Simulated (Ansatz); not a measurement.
## Effective masses and thermopower of Si (R-3m)

Here is the system:

```
CELL_PARAMETERS angstrom
      0.04299     2.71647     2.71647
      2.71647     0.04299     2.71647
      2.71647     2.71647     0.04299
ATOMIC_POSITIONS crystal
  Si 0.00111 0.00111 0.00111
  Si 0.24889 0.24889 0.24889
```

These are r2SCAN with spin-orbit coupling, rigid bands (plane waves, PAW; Ansatz, a program for electronic structure) values and carry that method's errors. Condition of this run: biaxial stress in (111) of 3.6 GPa (compression positive) (the target of the relaxation). Geometry: cell and atoms relaxed with PBEsol, then loaded as said.

```
Item                                                                                                                                                         Result
---------------------------------------------------------------------------------------------------------------------------------------  --------------------------
band gap                                                                                                                                                    0.59 eV
electron conductivity mass (300 K, dilute)                                                                                                                  0.32 mₑ
hole conductivity mass (300 K, dilute)                                                                                                                      0.44 mₑ
effective density of states N_c (300 K)                                                                                                                 4.0e19 cm⁻³
effective density of states N_v (300 K)                                                                                                                 1.1e19 cm⁻³
density-of-states mass, electrons                                                                                                                           1.37 mₑ
density-of-states mass, holes                                                                                                                               0.56 mₑ
Seebeck coefficient, n-type 1e19 cm⁻³, 300 K                                                                                                              -334 μV/K
best n-type power factor at 300 K for τ = 10 fs (best axis; densities from 1e16 to 1e21 cm⁻³ tried, whether or not they can be reached)  21 μW/(cm·K²) at 1e20 cm⁻³
Seebeck coefficient, p-type 1e19 cm⁻³, 300 K                                                                                                               266 μV/K
```

Rigid bands; masses and Seebeck coefficients take one relaxation time τ for all states and one kind of carrier; polarons and phonon drag are left out. Geometry: cell and atoms relaxed with PBEsol.
